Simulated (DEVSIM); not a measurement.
# abrupt Si n-p junction

System: abrupt Si n-p junction, at 300 K.

| layer (left to right) | material | thickness (μm) | Nd (cm⁻³) | Na (cm⁻³) | τn (s) | τp (s) |
|---|---|---|---|---|---|---|
| 1 | Si | 0.110 | 3.2e15 | - | 6.2e-6 | 6.2e-6 |
| 2 | Si | 2.20 | - | 2.6e16 | 6.2e-6 | 6.2e-6 |

Left contact: ohmic. Right contact: ohmic. Voltage is applied to the left contact. Recombination: SRH at mid-gap. Mobility is μmin + (μ − μmin)/(1 + (N/Nref)^α).

The device is made up for the run: typed textbook-type constants, with dimensions and the other settings drawn at random. Values at 300 K.

```tsv
parameter	Si
gap (eV)	1.124
affinity (eV)	4.05
permittivity	11.7
Nc (cm⁻³)	2.86e19
Nv (cm⁻³)	3.1e19
μn (cm²/Vs)	1417
μp (cm²/Vs)	470
μn,min	52
μp,min	45
Nref,n	9.7e16
Nref,p	2.2e17
αn	0.68
αp	0.72
```

DEVSIM, 1D drift-diffusion, Boltzmann statistics, complete ionisation; no tunnelling, impact ionisation, image-force lowering or self-heating.

Potential step across the device at zero bias: 0.706 V
Largest field in the device at zero bias: 43000 V/cm
Dark forward voltage at 1 A/cm²: 0.440 V
Dark forward voltage at 100 A/cm²: 0.594 V

Dark forward current:

```csv
V (V),J (A/cm²)
-0.05,-5.6e-7
-0.10,-4.1e-6
-0.15,-2.7e-5
-0.20,-0.00017
-0.25,-0.0011
-0.30,-0.0068
-0.35,-0.041
-0.40,-0.25
-0.45,-1.4
-0.50,-7.7
-0.55,-35
-0.60,-120
-0.65,-270
-0.70,-490
-0.75,-770
-0.80,-1100
-0.85,-1500
-0.90,-1900
-0.95,-2400
```
